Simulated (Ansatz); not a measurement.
The (10-12) surface of hcp Y in its 1x1 cell, outermost plane spacing 1.41 Å in the ideal cut

Calculation: PBE (plane waves to 420 eV, PAW; Ansatz, a program for electronic structure).

Set-up: 10 atoms, 9.9 Å thick at the start (thin: gaps and levels are the slab's own); mesh 10x5x1; 0.1 eV smearing; dipole correction on; all atoms relaxed; start symmetry kept, larger cells not searched; no spin, no spin-orbit, no U.

```yaml
surface energy (mean of both faces): 1.07 J/m²
surface_energy_before_relaxation: 1.11 J/m²
work_function_of_the_top_face: 3.08 eV
energy_released_by_relaxation: 0.16 eV
cost: very roughly 5 core-minutes
```
